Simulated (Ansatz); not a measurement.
An Ansatz (a program for electronic structure) run: Sn with a change (Sn → Cd); Ansatz PBEsol, without spin-orbit coupling, earlier PAW set.

Input:

Ansatz 0.2 input:
```yaml
crystal:
  lattice:
    - [-2.8620740468, 2.8620740468, 1.4373994343]
    - [2.8620740468, -2.8620740468, 1.4373994343]
    - [2.8620740468, 2.8620740468, -1.4373994343]
  atoms:
    - { symbol: Cd, position: [0.75, 0.25, 0.5] }
    - { symbol: Cd, position: [0, 0, 0] }
basis: { ecutwfc: 420, ecutrho_ratio: 4, xc_grid: 2, fft_grid_basis: typed }
kpoints: { mp_grid: { grid: [18, 18, 18] } }
hamiltonian:
  xc: pbesol
  dispersion: none
  pseudopotentials: { azcp: { folder: ./paw }, kind: paw }
scf: { occupations: { method: fermi_dirac, width: 0.05 }, convergence: { dr2_threshold: 0.0000000002 } }
output: { forces: true, stress: true }
checkpoint: { write: state.ck, write_every: 1000 }
```

Output (explanatory and most iteration lines left out):

```
Pseudopotential: Cd, paw, valence charge 20
Crystal: 2 atoms, lattice volume = 47.098 Å³
Basis set: ecut = 420 eV, 933 PW (Γ), exchange–correlation on 60×60×60 points (8 copies of the dense FFT grid, shifted against one another)
Bands: 24, of which v1, the nominal top of the filled ones, is band 20 counted from 1 (19 counted from 0)
Symmetry: 16 space group operations
Space group: I41/amd (ITA 141), of the structure as read, at distance tolerance 3.6e-5 Å
k-points: 480 of 5832
Functional: x = pbesol(κ = 0.804, μ = 0.12345679012345678), c = pbesol(β = 0.046)
SCF iter   1: F=—  HF=-16368.122480 eV  |F-HF|=—  |Δ(HF+E_count)|=         —  Δρ=2.92e-2  dr2=4.99e-1  ethr=3.10e-3  ⟨swp⟩=5.5  Hψ=43879  notcnv=0
SCF iter   2: F=—  HF=-16368.004331 eV  |F-HF|=—  |Δ(HF+E_count)|=   1.18e-1  Δρ=1.36e-2  dr2=1.21e-1  ethr=1.25e-3  ⟨swp⟩=3.0  Hψ=22664  notcnv=0  defer=30
SCF 1 converged in 9 iterations: F = -16367.964080 eV  dr2 = 5.41e-11
SCF converged after 9 iterations
Free energy (F): -16367.964080 eV
Internal energy: -16367.957203 eV  (E = F + TS)
E sigma→0 (E₀):  -16367.960642 eV
Entropy (-TS):   -0.006877 eV (-3.438 meV/atom)
Fermi energy:    12.819388 eV
--- Forces (eV/Å), atoms counted from 1 ---
  atom   1  Cd     0.00000000     0.00000000     0.00000000
  atom   2  Cd     0.00000000    -0.00000000     0.00000000
--- Stress (GPa, compression-positive) ---
        0.004434       0.000000       0.000000
        0.000000       0.004434       0.000000
        0.000000       0.000000      -0.004777
  P = ⅓ Tr σ = 0.0014 GPa (0.014 kbar)
```

Whether these cells are dynamically stable was not tested. The cell was made from Sn by this change: Sn → Cd; the result is a hypothetical phase, not in the database extracts checked.
